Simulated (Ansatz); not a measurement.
YSiNO2 (model structure, P4/mmm, No. 123, 5 atoms in the cell)

The numbers are results of PBEsol (PAW; Ansatz, a quantum-chemistry and plane-wave program), not measurements.

Settings: plane-wave cutoff 520 eV, 10×10×8 k mesh (along the axes of the cell as run), Fermi–Dirac smearing 0.01 eV, scalar-relativistic PAW data made under PBE.

Cell (relaxed at this level):

Space group P4/mmm (No. 123); a = b = 3.575 Å, c = 3.685 Å, α = β = γ = 90.00°

```json
[
 {"atom": "Y", "site": "1b", "symmetry": "4/mmm", "x": "0.0000", "y": "0.0000", "z": "0.5000"},
 {"atom": "Si", "site": "1c", "symmetry": "4/mmm", "x": "0.5000", "y": "0.5000", "z": "0.0000"},
 {"atom": "N", "site": "1d", "symmetry": "4/mmm", "x": "0.5000", "y": "0.5000", "z": "0.5000"},
 {"atom": "O", "site": "2f", "symmetry": "mmm.", "x": "0.0000", "y": "0.5000", "z": "0.0000"}
]
```

```yaml
band_gap: 1.51 eV
smallest_direct_gap_on_the_k_points_sampled: 2.06 eV
```

Note: the relaxation could raise the start's symmetry but not lower it, so the cell can be a saddle point.

Spin–orbit coupling is not included.

The computed numbers hold no vibrational or temperature effects.

A model structure was made by putting elements into a prototype or built by hand; it is no filed structure, need not be a known phase, and can be a saddle point held by its symmetry.
